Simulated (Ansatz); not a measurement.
The parent structure is ZnS in the wurtzite structure (space group P6_3mc, No. 186).

Space group P6₃mc (No. 186); a = b = 3.738 Å, c = 6.143 Å, α = β = 90.00°, γ = 120.00°

```json
[
 {"atom": "Zn", "site": "2b", "symmetry": "3m.", "x": "0.3333", "y": "0.6667", "z": "0.0006"},
 {"atom": "S", "site": "2b", "symmetry": "3m.", "x": "0.3333", "y": "0.6667", "z": "0.3744"}
]
```

The values are results of Ansatz (an electronic-structure program), LDA, PAW, cutoff 420 eV, no SOC, not measurements.

Strains are applied to the cell and any free atomic positions relax.

One change was made to it. Results:

```json
[
 {"quantity": "band gap", "base": "2.19 eV", "after": "2.45 eV"},
 {"quantity": "electron mass", "base": "0.15 mₑ along c, 0.18 mₑ across (at Γ)", "after": "0.16 mₑ along c, 0.19 mₑ across (at Γ)"},
 {"quantity": "valence-band top at Γ (three highest levels, from the VBM)", "base": "0.00, 0.00, -0.10 eV", "after": "0.00, 0.00, -0.12 eV"}
]
```

Problem. Which of these changes matches the shifts?
(A) isotropic strain −0.60 %
(B) isotropic strain −1.20 %
(C) isotropic strain −1.80 %

Solution. C, isotropic strain −1.80 %. For comparison, the band gap in the other runs: isotropic strain −0.60 % gives 2.28 eV; isotropic strain −1.20 % gives 2.36 eV.

Effective masses come from finite differences of ±0.01 Å⁻¹. Gaps are read on the SCF mesh and a high-symmetry path. No phonon test of stability was made.
